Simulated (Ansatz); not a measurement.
Cubic perovskite KNiF3, treated with BLYP (PAW; Ansatz, a quantum-chemistry and plane-wave program).

Numerical settings: plane-wave cutoff 520 eV, 8×8×8 k mesh, Fermi–Dirac smearing 0.01 eV, spin-polarised with parallel moments, scalar-relativistic PAW data made under PBE.

Computed points:

| V (Å³/atom) | E − E_lowest (meV/atom) | P (GPa) |
|---|---|---|
| 13.131 | 12.34 | 5.00 |
| 13.410 | 5.27 | 3.14 |
| 13.689 | 1.27 | 1.48 |
| 13.969 | 0.00 | 0.00 |
| 14.248 | 1.17 | -1.32 |
| 14.528 | 4.52 | -2.50 |
| 14.807 | 9.82 | -3.55 |

### Question
What bulk modulus B0 and pressure derivative B′ does a third-order Birch–Murnaghan fit give?

### Answer
V0 = 13.969 Å³/atom, B0 = 69.9 GPa, B′ = 4.7 (fit to the energies at full precision).

Note: the magnetic order was assumed, not searched for or taken from measurement; the volume lies 9 % above that of the published cell; without U or exact exchange, gaps and moments of open d shells tend to come out too small.

Static lattice: no zero-point or thermal effects.
